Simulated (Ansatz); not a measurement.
B4C (Cm, No. 8, 15 atoms in the cell; start mp-1238815) was calculated with HSE06 in Ansatz (plane waves, PAW).

Numerical settings: plane-wave cutoff 460 eV, 4×4×4 k mesh, Fermi–Dirac smearing 0.01 eV, scalar-relativistic PAW data made under PBE.

Cell (relaxed with PBEsol):

```
B4C
1.0
    4.37103    -2.78982     0.00504
    4.37103     2.78982     0.00504
   -2.42270     0.00000     4.40553
B C
12 3
Direct
  0.49175   0.49175   0.83834
  0.82383   0.50202   0.48396
  0.50202   0.82383   0.48396
  0.16909   0.49407   0.50544
  0.49407   0.16909   0.50544
  0.30705   0.30705   0.18087
  0.68960   0.68960   0.81191
  0.81183   0.30287   0.69505
  0.30287   0.81183   0.69505
  0.18252   0.69617   0.29881
  0.69617   0.18252   0.29881
  0.00040   0.00040   0.98788
  0.50333   0.50333   0.17566
  0.12561   0.12561   0.88127
  0.87851   0.87851   0.10363
```

### Question
Predict the band gap, smallest direct gap on the k points sampled and Γ–Γ gap.

### Answer

- band gap: 3.75 eV (on the SCF k mesh) (indirect)
- smallest direct gap on the k points sampled: 4.12 eV
- Γ–Γ gap: 6.45 eV

Note: cell and atoms aren't relaxed at this level (largest force component 0.33 eV/Å, pressure -0.7 GPa).

Static lattice: no zero-point or thermal effects.

It cost roughly 2.0 core-minutes of CPU time.

A start named mp-… is a Materials Project structure, which need not be a measured phase.

Ansatz is a first-principles code.
